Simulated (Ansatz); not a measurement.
Cost and result by functional for the adsorption energy of F on the 1x1 (100) surface of monoclinic HfO2 (cut with top plane 2 O), one in a 1x1 cell, started at the site 'bridge O-O (span 5.2 Å)', in Ansatz (plane waves, PAW). Single points on the PBE structure, on one kind of machine; costs are rough ratios of the slab run's core time (references not counted) to the cheapest single point. r2SCAN's cost holds its higher cutoff (500 against 420 eV). Differences are taken against r2SCAN for comparison alone: no measured value is at hand, so the table doesn't rank accuracy. The points keep PBE's geometry, so the relaxation of a polaron and the settling of charge on one site are left out.

Host crystal: monoclinic HfO2, with a band gap (PBE, scalar-relativistic without spin-orbit coupling).

Model: 25-atom slab, 9.3 Å thick at the start under the adsorbate (thin: gaps and levels are the slab's own), 4x4x1 mesh, Fermi-Dirac 0.01 eV, dipole correction, 12 atoms held, the rest relaxed; no symmetry held; spin-polarised, ending with about 1.0 μB a cell, a value that depends on the mesh; orders that need a larger cell were not tried, no spin-orbit, no U, no dispersion correction. The slab shows no gap over 0.04 eV on its mesh. At the end it is bonded to Hf. In PBE it is, or lies within 0.03 eV of, the lowest of the starts that converged. These notes are the PBE run's. r2SCAN: The program's check for a lower electronic state was not made. Adsorption energies are against ½ F2(g). A negative adsorption energy means that the adsorbate is more stable on the surface than in its reference.

```
functional                     relative cost  adsorption energy (eV)  less r2SCAN (eV)
-----------------------------  -------------  ----------------------  ----------------
RPBE                                       1                   -1.75              0.19
r2SCAN                                     2                   -1.94              0.00
PBE (the relaxed run's value)              –                   -1.81              0.13
```

The values span 0.19 eV, while the single points' costs differ by a factor of roughly 2. Differences are of unrounded values.

Ansatz is a first-principles code.
